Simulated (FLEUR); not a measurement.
## Tetragonal strain at fixed volume: rock-salt BaS (space group 225) (FLEUR, LDA)

```
CELL_PARAMETERS angstrom
      0.00000     3.05861     3.29997
      3.05861     0.00000     3.29997
      3.05861     3.05861     0.00000
ATOMIC_POSITIONS crystal
  Ba 0.00000 0.00000 0.00000
  S  0.50000 0.50000 0.50000
```

Method of the run: LDA (Perdew-Zunger), all-electron FLAPW (FLEUR), scalar-relativistic valence (FLEUR). Settings: Kmax = 4.45 1/bohr; GmaxXC = 15.6 1/bohr; xcFunctional = pz; jspins = 1; l_soc = F; mode = hist; fermiSmearingEnergy = 0.00036749 Htr; mesh (inpgen div1-3) = 10 10 10; inpgen gamma flag = true; Gmax = 15.6 1/bohr; numbands = 0; maxIterBroyd = 25; imix = Anderson; alpha = 0.05; precondParam = 0; minDistance = 1e-05 me/bohr^3. The cell above is the first row's. The rows deform the cubic crystal at fixed volume: two cube axes by 1 + δ, the third by (1 + δ)⁻². E is the free energy at the stated smearing above the cubic cell, and y = E/δ². In all rows fractional positions and the k mesh are held.

| δ (%) | y (meV/atom per %²) |
|---|---|
| -2.5 | ? |
| -2.0 | 5.418 |
| -1.5 | 5.474 |
| -1.0 | 5.535 |
| 1.0 | 5.830 |
| 1.5 | 5.918 |
| 2.0 | 6.010 |
| 2.5 | 6.108 |

Taking a straight line for y over the 7 complete rows: Means: δ 0.35714, y 5.7561. About the means, the sum of products is 3.0246 and the sum of squares of δ is 19.857; the slope is their ratio. Least squares gives y = 5.7017 + 0.15232·δ. Residuals (row less fit): 0.0209, 0.0008, -0.0144, -0.0240, -0.0122, 0.0037, 0.0255; standard error 0.0202 (degrees of freedom: 5). To second order E = 3(C11 - C12)·V·δ², so the intercept gives, with V = 30.871 Å^3/atom and δ in per cent, C11 - C12 = 5.7017 × 10⁴ × 0.160218 / (3 × 30.871) = 99 GPa. The slope measures the third-order term; a fourth-order term enters the intercept as a small bias.

Task: Predict the withheld y at δ = -2.5 from the fit, and compare with the calculation.

Result: y = 5.7017 + 0.15232 × (-2.5) = 5.3209 meV/atom per %². The calculation gives 5.367 meV/atom per %², 0.0461 meV/atom per %² above the prediction (6.2 % of the range of y in the table). The row lies outside the fitted rows, so this is an extrapolation. From the scatter of the fitted rows alone, a prediction at this place has a standard error of 0.0251 meV/atom per %², so the miss is 1.8 times that.

Carrying the step between the two nearest rows on in a straight line would have given 5.362, off by 0.005; series whose last step already gives the withheld value aren't shown. The reference cell has the volume at which an earlier scan in this program and functional put its minimum by a fit (its basis settings may differ). The runs keep the symmetry of the cell, so they don't test it for distortions. Values depend on the basis (sphere radii, cutoffs, local orbitals), which need not be converged. Spin-orbit coupling is off. Cutoffs and mesh are single choices, not tested for convergence of this quantity. Series with a scatter that would blur these digits, or in which a gap closes, are not shown. Strain series were run only where this level's volume lies within 10 % of a first guess from the measured size.
